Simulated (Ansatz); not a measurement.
## ZnS, response to strain

Base system: ZnS in the wurtzite structure (space group P6_3mc, No. 186).

```yaml
crystal:
  lattice:
    - [3.73826, 0.00000, 0.00000]
    - [-1.86913, 3.23743, 0.00000]
    - [0.00000, 0.00000, 6.14288]
  atoms:
    - { symbol: Zn, position: [0.33333, 0.66667, 0.00059] }
    - { symbol: Zn, position: [0.66667, 0.33333, 0.50059] }
    - { symbol: S, position: [0.33333, 0.66667, 0.37441] }
    - { symbol: S, position: [0.66667, 0.33333, 0.87441] }
```

Cartesian axes are those of the cell as printed.

Strains are applied to the cell and any free atomic positions relax.

Calculations: LDA, PAW, 420 eV (Ansatz, an electronic-structure program; spin-orbit coupling left out).

Notes on the quantities. energy relative to the base: free energy F; pressure: mean of the normal stresses, compression positive.

```csv
case,band gap,energy relative to the base,pressure,volume per atom,width of the top valence band
base,2.19 eV,0 meV/atom,0.0 kbar,18.59 Å³,2.37 eV
uniaxial strain ε_zz = +0.60 %,2.14 eV,+0.3 meV/atom,-5.3 kbar,18.70 Å³,2.36 eV
uniaxial strain ε_zz = +1.20 %,2.10 eV,+1.4 meV/atom,-10.3 kbar,18.81 Å³,2.35 eV
uniaxial strain ε_zz = +1.80 %,2.05 eV,+3.0 meV/atom,-15.2 kbar,18.92 Å³,2.34 eV
uniaxial strain ε_zz = +2.40 %,2.00 eV,+5.3 meV/atom,-20.0 kbar,19.03 Å³,2.34 eV
uniaxial strain ε_zz = +3.00 %,1.95 eV,+8.3 meV/atom,-24.5 kbar,19.14 Å³,2.34 eV
```

Stability against distortions was not tested.
